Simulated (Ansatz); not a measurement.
Given:

```xyz
6
Lattice="3.5386 0.0000 0.0000 1.7693 3.0645 0.0000 0.0000 0.0000 13.6199" Properties=species:S:1:pos:R:3 pbc="T T T"
Te     3.5386     2.0430     5.2063
Te     1.7693     1.0215    12.0162
Te     1.7693     1.0215     8.4136
Te     3.5386     2.0430     1.6037
Mo     3.5386     2.0430    10.2149
Mo     1.7693     1.0215     3.4050
```

No spin polarisation.

Method: DFT with PBE-D3(BJ), PAW potentials and a 420 eV plane-wave cutoff in Ansatz (an electronic-structure program), no spin-orbit coupling. Γ-centred 11×11×3 mesh, Fermi–Dirac width 0.05 eV.

Question: Predict the space group and band gap.

Answer: The space group is P6_3/mmc (No. 194). The band gap comes out as 0.55 eV.

With Te present, leaving out spin-orbit coupling can change the band edges. The cells carry an imposed strain or load. Whether these cells are dynamically stable was not tested. The cell was made from MoTe₂ (space group P6_3/mmc, No. 194; layered, stacked along the Cartesian z axis) by this change: biaxial strain +1.20 %, plane normal [001], relaxed out of plane.
